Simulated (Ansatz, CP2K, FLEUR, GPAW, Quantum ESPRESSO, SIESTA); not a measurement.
## One structure in several programs: ScBPt3 (P1, 5 atoms in the cell)

Self-consistent single point, at a second geometry (atoms moved at random). First geometry:

```
CELL_PARAMETERS angstrom
      4.27026     0.00000     0.00000
      0.00000     4.27026     0.00000
      0.00000     0.00000     4.27026
ATOMIC_POSITIONS crystal
  Sc 0.00000 0.00000 0.00000
  B  0.50000 0.50000 0.50000
  Pt 0.00000 0.50000 0.50000
  Pt 0.50000 0.00000 0.50000
  Pt 0.50000 0.50000 0.00000
```

Second geometry:
```yaml
crystal:
  lattice:
    - [4.27026, 0.00000, 0.00000]
    - [0.00000, 4.27026, 0.00000]
    - [0.00000, 0.00000, 4.27026]
  atoms:
    - { symbol: Sc, position: [0.01055, 0.00072, 0.00472] }
    - { symbol: B, position: [0.49488, 0.49450, 0.49966] }
    - { symbol: Pt, position: [0.00291, 0.48302, 0.50543] }
    - { symbol: Pt, position: [0.49628, 0.00589, 0.49714] }
    - { symbol: Pt, position: [0.49538, 0.51587, 0.99304] }
```

Shared settings, as Ansatz (a quantum-chemistry and plane-wave program) writes them: kpoints.mp_grid.grid = 5 5 5; scf.occupations.method = gaussian; scf.occupations.width = 0.05 eV. Potentials and cutoffs stand in the table.

```json
[
 {"code": "SIESTA", "model": "GGA PBEsol, numerical atomic orbitals TZP, PseudoDojo PBEsol standard norm-conserving potentials (rewritten from UPF to PSML)", "ΔF from the first geometry (meV/atom)": "2.8", "pressure (GPa)": "-10.25", "largest force (eV/Å)": "0.673", "cutoff": "grid 400 Ry"},
 {"code": "CP2K", "model": "PBEsol, GPW, DZVP-MOLOPT-SR-GTH basis, GTH-PBE potentials (GTH_POTENTIALS)", "ΔF from the first geometry (meV/atom)": "3.2", "pressure (GPa)": "-7.62", "largest force (eV/Å)": "0.729", "cutoff": "grid 600 Ry"},
 {"code": "GPAW", "model": "PBEsol, GPAW PAW datasets PBEsol (made by gpaw-setup)", "ΔF from the first geometry (meV/atom)": "3.1", "pressure (GPa)": "–", "largest force (eV/Å)": "0.674", "cutoff": "950 eV"},
 {"code": "FLEUR", "model": "PBEsol, all-electron FLAPW (FLEUR), scalar-relativistic valence", "ΔF from the first geometry (meV/atom)": "–", "pressure (GPa)": "–", "largest force (eV/Å)": "0.690", "cutoff": "Kmax 4.4 1/bohr"},
 {"code": "Quantum ESPRESSO", "model": "PBEsol, PseudoDojo standard norm-conserving (PBESOL) pseudopotentials", "ΔF from the first geometry (meV/atom)": "2.8", "pressure (GPa)": "-8.02", "largest force (eV/Å)": "0.681", "cutoff": "85 Ry"},
 {"code": "Ansatz", "model": "PBEsol, PAW files made with PBE", "ΔF from the first geometry (meV/atom)": "2.8", "pressure (GPa)": "-8.01", "largest force (eV/Å)": "0.671", "cutoff": "420 eV"}
]
```

Size of the force on each atom (eV/Å): Sizes of forces hide their directions.

```json
[
 {"code": "SIESTA", "Sc1": "0.105", "B2": "0.673", "Pt3": "0.421", "Pt4": "0.576", "Pt5": "0.428"},
 {"code": "CP2K", "Sc1": "0.132", "B2": "0.729", "Pt3": "0.444", "Pt4": "0.609", "Pt5": "0.440"},
 {"code": "GPAW", "Sc1": "0.123", "B2": "0.674", "Pt3": "0.412", "Pt4": "0.565", "Pt5": "0.408"},
 {"code": "FLEUR", "Sc1": "0.126", "B2": "0.690", "Pt3": "0.425", "Pt4": "0.577", "Pt5": "0.420"},
 {"code": "Quantum ESPRESSO", "Sc1": "0.121", "B2": "0.681", "Pt3": "0.418", "Pt4": "0.567", "Pt5": "0.415"},
 {"code": "Ansatz", "Sc1": "0.120", "B2": "0.671", "Pt3": "0.414", "Pt4": "0.560", "Pt5": "0.412"}
]
```

A dash marks a value that a program does not give, or that is left out as unsure.

On Ansatz's run: spin-orbit coupling is off. Spin polarisation is off.

The spread over the programs that give each value: ΔF from the first geometry within 0.4 meV/atom; pressure within 2.63 GPa; largest force within 0.058 eV/Å.

SIESTA and CP2K use small atom-centred bases, whose incompleteness enters pressures, forces and empty levels differently from a plane-wave cutoff. FLEUR treats all electrons, but the usual bases taken here (sphere radii, linearisation, local orbitals, empty states) were not tested for convergence, so the values are no reference for the others. Ansatz's pressure is given at a fixed set of plane waves, as the other plane-wave codes print theirs; with its correction for the finite basis it is -7.94 GPa. The pressure of GPAW is left out: its cutoff lies under the one at which its stress was checked. In the pressure, SIESTA (by 2.24) lies more than 1 GPa from the median of the plane-wave programs.

The starting cell comes from a database of computed structures (which also holds hypothetical and non-ambient phases and stackings), without a prior relaxation at this level. Its lattice was rescaled by a random factor within 2.5 % of one. For this run, on top of that: atoms moved at random.

Keys are those of Ansatz 0.2.
